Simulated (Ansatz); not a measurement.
A self-consistent single point of TlGeCl₃ (Cm, 5 atoms in the cell) with Ansatz (a first-principles code).

Method: LDA (PW92), default PAW files made with PBE (plane waves; Ansatz).

```yaml
crystal:
  lattice:
    - [3.77602, -3.72119, 0.00000]
    - [3.77602, 3.72119, 0.00000]
    - [-0.10040, 0.00000, 5.29437]
  atoms:
    - { symbol: Tl, position: [0.98922, 0.98922, 0.00042] }
    - { symbol: Ge, position: [0.48050, 0.48050, 0.53254] }
    - { symbol: Cl, position: [0.02002, 0.49696, 0.52311] }
    - { symbol: Cl, position: [0.49696, 0.02002, 0.52311] }
    - { symbol: Cl, position: [0.50313, 0.50313, 0.99439] }
```

Reference input (self-consistent single point, DFT, LDA (PW92), plane waves, default PAW files made with PBE): basis.ecutwfc = 420 eV; kpoints.mp_grid.grid = 5 5 5; hamiltonian.xc = lda; hamiltonian.pseudopotentials = {kind: paw} (the program's default PAW files); scf.occupations.method = fixed. This run's input differs from it in these lines:

Ansatz 0.2 input:
```diff
@@ -15,3 +15,3 @@
 kpoints:
-  mp_grid: { grid: [5, 5, 5] }
+  mp_grid: { grid: [12, 12, 12], shift: [0.5, 0.5, 0.5] }
 hamiltonian:
```

Output (repeated stretches shortened):

```
SCF iter   1: F=—  HF=-18498.357987 eV  |F-HF|=—  |Δ(HF+E_count)|=         —  Δρ=5.54e-3  dr2=5.21e-2  ethr=1.77e-3  ⟨swp⟩=4.6  Hψ=49623  notcnv=0  defer=791
all-band conjugate gradients solve this SCF's bands
preconditioner: auto → Resta (q_TF=auto, 2.259 Å⁻¹)
SCF iter   2: F=—  HF=-18498.339771 eV  |F-HF|=—  |Δ(HF+E_count)|=   1.82e-2  Δρ=2.71e-3  dr2=9.21e-3  ethr=1.08e-4  ⟨swp⟩=2.7  Hψ=25743  notcnv=0  defer=1404
   [... lines left out ...]
SCF iter   4: F=—  HF=-18498.337066 eV  |F-HF|=—  |Δ(HF+E_count)|=   4.13e-5  Δρ=1.87e-4  dr2=5.11e-5  ethr=1.00e-6  ⟨swp⟩=2.0  Hψ=24056  notcnv=0  defer=1172
SCF iter   5: F=—  HF=-18498.337028 eV  |F-HF|=—  |Δ(HF+E_count)|=   3.81e-5  Δρ=7.14e-5  dr2=1.01e-5  ethr=1.07e-7  ⟨swp⟩=2.0  Hψ=24052  notcnv=0  defer=493
SCF iter   6: F=—  HF=-18498.337030 eV  |F-HF|=—  |Δ(HF+E_count)|=   1.98e-6  Δρ=1.47e-5  dr2=6.21e-7  ethr=2.10e-8  ⟨swp⟩=2.5  Hψ=22123  notcnv=0  defer=493
SCF iter   7: F=-18498.337030 eV  HF=-18498.337030 eV  |F-HF|=4.97e-9  |Δ(HF+E_count)|=   2.60e-8  Δρ=3.32e-6  dr2=3.73e-8  ethr=2.08e-10  ⟨swp⟩=11.3  Hψ=69030  notcnv=0
SCF 1 converged in 7 iterations: F = -18498.337030 eV  dr2 = 3.73e-8
Free energy (F): -18498.337030 eV
Internal energy: -18498.337030 eV  (E = F + TS)
E sigma→0 (E₀):  -18498.337030 eV
Fermi energy:    4.143645 eV
--- Forces (eV/Å), atoms counted from 1 ---
  atom   1  Tl    -0.05762313     0.00000000    -0.08405940
  atom   2  Ge    -0.07580855     0.00000000     0.08957880
  atom   3  Cl     0.06300442    -0.04852025     0.03871122
  atom   4  Cl     0.06300442     0.04852025     0.03871122
  atom   5  Cl     0.00742079     0.00000000    -0.08294093
--- Stress (GPa, compression-positive) ---
       -2.876816      -0.000000      -0.027039
       -0.000000      -2.929203       0.000000
       -0.027039       0.000000      -2.872210
  P = ⅓ Tr σ = -2.8927 GPa (-28.927 kbar)
  The stress holds the Pulay correction. Without it, at fixed plane waves, as pw.x and ABINIT print it: P = -2.9042 GPa
```

The run converged in 7 iterations. Against the reference run the free energy goes up by 1.8 meV/atom, the pressure moves little (-2.94 to -2.89 GPa), the largest force goes from 0.102 to 0.117 eV/Å and the gap on the mesh goes from 2.185 to 1.479 eV.

The starting cell comes from a database of computed structures (which also holds hypothetical and non-ambient phases and stackings), without a prior relaxation at this level. Its lattice was rescaled by up to half a per cent. One atom was moved a little off its site on purpose. Spin-orbit coupling is off. Ansatz's pressure includes its estimate of the finite-basis (Pulay) stress. Another mesh or the band path of this cell gives a smaller gap, so this value is not converged in the mesh.

Cost on one core of a shared machine: roughly 4 min.
